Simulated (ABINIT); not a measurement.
Troubleshooting ABINIT: a failed run on NiGe2 (Cmcm, 6 atoms in the cell). The aim is a self-consistent single point with DFT, PBE, plane waves, PAW (JTH v2.0 PBE PAW).

The input file:

```
# NiGe2, JTH v2.0 PBE PAW
pp_dirpath "./"
pseudos "Ge.GGA_PBE-JTH.xml, Ni.GGA_PBE-JTH.xml"
acell 3*1.0 Angstrom
rprim
         1.8232030000   -7.1950540000    0.0000000000
         1.8232030000    7.1950540000    0.0000000000
         0.0000000000    0.0000000000    3.5877510000
natom 6
ntypat 2
znucl 32 28
typat 1 1 1 1 2 2
xred
         0.9390000000    0.0610000000    0.2500000000
         0.0610000000    0.9390000000    0.7500000000
         0.2500000000    0.7500000000    0.2500000000
         0.7500000000    0.2500000000    0.7500000000
         0.6040000000    0.3960000000    0.2500000000
         0.3960000000    0.6040000000    0.7500000000
ecut 30
pawecutdg 24
pawxcdev 0
nsppol 2
spinat
      0 0 0
      0 0 0
      0 0 0
      0 0 0
      0 0 2
      0 0 2
occopt 3
tsmear 0.00367493
nband 60
kptopt 1
ngkpt 3 3 3
nshiftk 1
shiftk 0 0 0
nstep 100
toldfe 1.0e-09
prtwf 0
prtden 0
enunit 1
```

The program printed (abridged):

```
 Perdew, Burke & Ernzerhof
 J. P. Perdew, K. Burke, and M. Ernzerhof, Phys. Rev. Lett. 77, 3865 (1996)
 J. P. Perdew, K. Burke, and M. Ernzerhof, Phys. Rev. Lett. 78, 1396 (1997)
 Perdew, Burke & Ernzerhof
 J. P. Perdew, K. Burke, and M. Ernzerhof, Phys. Rev. Lett. 77, 3865 (1996)
 J. P. Perdew, K. Burke, and M. Ernzerhof, Phys. Rev. Lett. 78, 1396 (1997)

--- !WARNING
src_file: m_parser.F90
src_line: 2527
message: |

     chkdpr: ERROR -
      Context : the value of the variable pawecutdg>=ecut is   0.
      The value of the input variable pawecutdg is  2.400000000000E+01,
      while it must be larger or equal to  3.000000000000E+01.
      Action: you should change the input variables pawecutdg or pawecutdg>=ecut.
...

--- !ERROR
src_file: m_chkinp.F90
src_line: 4218
mpi_rank: 0
message: |
    Checking consistency of input data against itself gave 1 inconsistency.
    The details of the problem can be found above (or in output or log file).
    In parallel, the details might not even be printed there. Then, try running in sequential to see the details.
...

 abinit_abort: decision taken to exit. Check above messages for more info
Abort(13) on node 0 (rank 0 in comm 0): application called MPI_Abort(MPI_COMM_WORLD, 13) - process 0

--- !WARNING
src_file: m_parser.F90
src_line: 2527
message: |

     chkdpr: ERROR -
      Context : the value of the variable pawecutdg>=ecut is   0.
      The value of the input variable pawecutdg is  2.400000000000E+01,
      while it must be larger or equal to  3.000000000000E+01.
      Action: you should change the input variables pawecutdg or pawecutdg>=ecut.
...

--- !ERROR
src_file: m_chkinp.F90
src_line: 4218
mpi_rank: 0
message: |
    Checking consistency of input data against itself gave 1 inconsistency.
    The details of the problem can be found above (or in output or log file).
    In parallel, the details might not even be printed there. Then, try running in sequential to see the details.
...
```

Question: Read the log: what does the program object to, and what is the fix?

Answer: The fault is a density cutoff or grid that is too coarse; here the program stops on it instead of giving results. To fix it, restore the density cutoff. The program stopped before any SCF iteration.

The sound input it was made from differs as follows (other fixes are possible):
```diff
-pawecutdg 24
+pawecutdg 60
```

With that input, the run converged in 25 iterations: free energy E − TS -19700.39 eV; Fermi level (on the code's own zero) 10.20 eV; pressure -0.40 GPa; largest force (vector length) 1.448 eV/Å; size of the cell's spin moment 0.00 μB (DFT, PBE, plane waves, PAW (JTH v2.0 PBE PAW)).

On the sound input: the starting cell was generated: these elements placed on a structure prototype, without a prior relaxation; it need not be a known phase or ordering of this composition. The starting moments vanished: the run ended non-magnetic, which need not be the lowest state. Forces in this geometry exceed 1 eV/Å. Without a gap this mesh is coarse (it stands for a supercell whose shortest vector is 11 Å).
